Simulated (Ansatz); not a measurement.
HfS2: biaxial strain −3.51 %, plane normal [001], relaxed out of plane

Base system: HfS2 in the CdI2 type structure (space group P-3m1, No. 164; a = 3.548 Å, c = 5.577 Å; layered, stacked along the Cartesian z axis). Axes: x lies along a and z along c of the hexagonal cell.

Now apply this change: biaxial strain −3.51 %, plane normal [001], relaxed out of plane (Cartesian); in-plane vectors clamped, the third vector and the atoms free.

Level of theory: PBEsol-D3(BJ)/PAW in Ansatz (a first-principles code), no spin-orbit coupling, earlier PAW set. Settings: 11×11×6 k-points, 0.05 eV Fermi–Dirac smearing.

```tsv
quantity	base	changed	shift
volume per atom	20.26 Å³	19.05 Å³	-1.21 Å³
space group	P-3m1 (No. 164)	P-3m1 (No. 164)	–
shortest interatomic distance	4.754 bohr	4.708 bohr	-0.046 bohr
pressure (mean of the normal stresses, compression positive)	0.1 kbar	47.2 kbar	+47.18 kbar
band gap	0.45 eV	0.11 eV	-0.34 eV
gap character	indirect, Γ → L	indirect, Γ → L	–
smallest direct gap	1.50 eV	1.08 eV	-0.42 eV
width of the top valence band	2.39 eV	2.52 eV	+0.13 eV
valence-band top at Γ (three highest levels, from the VBM)	0.00, -0.29, -0.29 eV	0.00, 0.00, -0.03 eV	–
out-of-plane strain	–	+0.99 %	–
ratio −ε⊥/ε∥	–	0.28	–
mean in-plane stress (compression positive)	–	+7.1 GPa	–
```

Cost of the whole job for the changed cell (relaxation, final SCF and bands): around 24 core-seconds (rough).

Spin-orbit coupling, missing from the scalar runs, can matter with Hf. No phonon test of stability was made. A zero or small gap of HfS2 under biaxial strain −3.51 %, plane normal [001], relaxed out of plane can be the functional's error rather than a property of the material.
